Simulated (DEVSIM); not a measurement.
System: Au/Si3N4/SiO2/p-Si capacitor, at 300 K.

| layer (left to right) | material | thickness (nm) | Na (cm⁻³) |
|---|---|---|---|
| 1 | Si3N4 | 2.40 | - |
| 2 | SiO2 | 0.690 | - |
| 3 | Si | 4700 | 7.5e14 |

Metal gate on the left, work function 5.1 eV. Fixed charge at the semiconductor interface 7.2e11 cm⁻² (in units of +e); no interface traps.

Constants are typed, rounded textbook-type inputs, not results; the design itself was drawn at random and stands for no fabricated device. Values at 300 K.

| parameter | Si3N4 | SiO2 | Si |
|---|---|---|---|
| gap (eV) | 5.1 | 9 | 1.124 |
| affinity (eV) | 2.1 | 0.9 | 4.05 |
| permittivity | 7.5 | 3.9 | 11.7 |
| Nc (cm⁻³) | - | - | 2.86e19 |
| Nv (cm⁻³) | - | - | 3.1e19 |

Model (solved in DEVSIM): 1D Poisson equation in equilibrium, Boltzmann statistics, complete ionisation; no quantum confinement or tunnelling. Metal contacts follow the ideal Schottky-Mott rule: no Fermi-level pinning, no interface dipoles.

Problem. Tabulate band edges, carrier densities and field at 0.6 V on the gate.

Solution. Energies count from the Fermi level of the right contact; mesh points crowd at the junctions.

| x (μm) | Ec (eV) | Ev (eV) | n (cm⁻³) | p (cm⁻³) | field (V/cm) |
|---|---|---|---|---|---|
| 0.000 | 2.400 | -2.700 | < 1e2 | < 1e2 | -160000 |
| 0.0009200 | 2.385 | -2.715 | < 1e2 | < 1e2 | -160000 |
| 0.001880 | 2.370 | -2.730 | < 1e2 | < 1e2 | -160000 |
| 0.002677 | 3.553 | -5.447 | < 1e2 | < 1e2 | -300000 |
| 0.003672 | 0.392 | -0.732 | 7.5e12 | 1.5e7 | 10000 |
| 0.005729 | 0.394 | -0.730 | 6.9e12 | 1.7e7 | 10000 |
| 0.01050 | 0.399 | -0.725 | 5.8e12 | 2.0e7 | 9900 |
| 0.02643 | 0.414 | -0.710 | 3.1e12 | 3.7e7 | 9700 |
| 0.05533 | 0.442 | -0.682 | 1.1e12 | 1.1e8 | 9400 |
| 0.1224 | 0.502 | -0.622 | 1.0e11 | 1.1e9 | 8600 |
| 0.2645 | 0.613 | -0.511 | 1.4e9 | 8.2e10 | 7000 |
| 0.7784 | 0.823 | -0.301 | 420000 | 2.7e14 | 1500 |
| 1.695 | 0.849 | -0.275 | 160000 | 7.5e14 | ≈ 0 |
| 3.241 | 0.849 | -0.275 | 150000 | 7.5e14 | ≈ 0 |
| 4.192 | 0.849 | -0.275 | 150000 | 7.5e14 | ≈ 0 |
| 4.470 | 0.849 | -0.275 | 150000 | 7.5e14 | ≈ 0 |
| 4.600 | 0.849 | -0.275 | 150000 | 7.5e14 | ≈ 0 |
| 4.657 | 0.849 | -0.275 | 150000 | 7.5e14 | ≈ 0 |
| 4.688 | 0.849 | -0.275 | 150000 | 7.5e14 | ≈ 0 |
| 4.697 | 0.849 | -0.275 | 150000 | 7.5e14 | ≈ 0 |
| 4.701 | 0.849 | -0.275 | 150000 | 7.5e14 | ≈ 0 |
| 4.703 | 0.849 | -0.275 | 150000 | 7.5e14 | ≈ 0 |
